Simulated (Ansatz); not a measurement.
The reference is Au in the fcc (Cu type) structure (space group Fm-3m, No. 225; a = 4.125 Å; relaxed with 0.1 eV smearing). Axes: x, y, z lie along the cube axes.

The values are results of Ansatz (a first-principles code) r2SCAN, scalar-relativistic without spin-orbit coupling, not measurements.

Strains are applied to the cell and any free atomic positions relax.

One change was made to it. Results:

The energy goes up by 3.4 meV/atom; the shortest interatomic distance is still 2.916 Å.

Task: Which change produced these results?
A) uniaxial strain ε_zz = +0.50 %
B) uniaxial strain ε_zz = +3.00 %
C) uniaxial strain ε_zz = +2.00 %

Result: C, uniaxial strain ε_zz = +2.00 %. For comparison, the energy relative to the base in the other runs: uniaxial strain ε_zz = +3.00 % gives +7.5 meV/atom; uniaxial strain ε_zz = +0.50 % gives +0.2 meV/atom.

Whether these cells are dynamically stable was not tested.
